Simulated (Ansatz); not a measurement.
# InP (model structure, started from the BN type, Pm-3n, No. 223, 12 atoms in the cell): smallest direct gap on the k points sampled by level of theory

No measured value is used here.

| level (code) | value (eV) | cell (Å³/atom) |
|---|---|---|
| LDA (Ansatz) | 0.64 | 30.82 |
| PBEsol (Ansatz) | 0.65 | 31.63 |
| r²SCAN (Ansatz) | 1.07 | 32.04 |
| r²SCAN+rVV10 (Ansatz) | 1.07 | 31.74 |
| HSE06 (Ansatz) | … | 31.63 |

**Question.** Complete the blanks.

**Answer.** 
- HSE06 (Ansatz, a quantum-chemistry and plane-wave program), value (eV): 1.49

Computed values are for a static lattice. Levels without +SOC have no spin–orbit coupling; where heavier elements are present it shifts gaps, mostly down, and can invert bands.  Values are at the level's own relaxed cell; HSE06 at the PBEsol cell. Cutoffs and k meshes differ between the levels. Ansatz's density-functional and Hartree–Fock values are scalar-relativistic unless marked +SOC, with PAW data made under PBE.

A model structure was made by putting elements into a prototype or built by hand; it is no filed structure, need not be a known phase, and can be a saddle point held by its symmetry.
